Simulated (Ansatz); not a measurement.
Take BAs in the rock salt structure (space group Fm-3m, No. 225; a = 4.569 Å; a hypothetical phase, not in the database extracts checked; relaxed with 0.1 eV smearing) as the base. Axes: x, y, z lie along the cube axes.

Level of theory: PBEsol (Ansatz, a first-principles code, PAW, scalar-relativistic without spin-orbit coupling).

Before the change:

```
Property                         Value
-----------------------------  -------
Shortest interatomic distance  2.284 Å
Band gap                          zero
```

It is then changed as follows: uniaxial stress, 8 GPa tension along x, with the cell and atoms free to relax against it.

Q: How does this affect the energy relative to the base, shortest interatomic distance and band gap?

A: The energy increases by 22 meV/atom; the shortest interatomic distance shrinks by 0.043 Å (2.284 Å → 2.241 Å); the band gap is still zero.

Load acts through the strain it causes; cell and atoms are relaxed under it. Beyond what the load breaks, stability against distortions was not tested. The final runs are not spin-polarised.
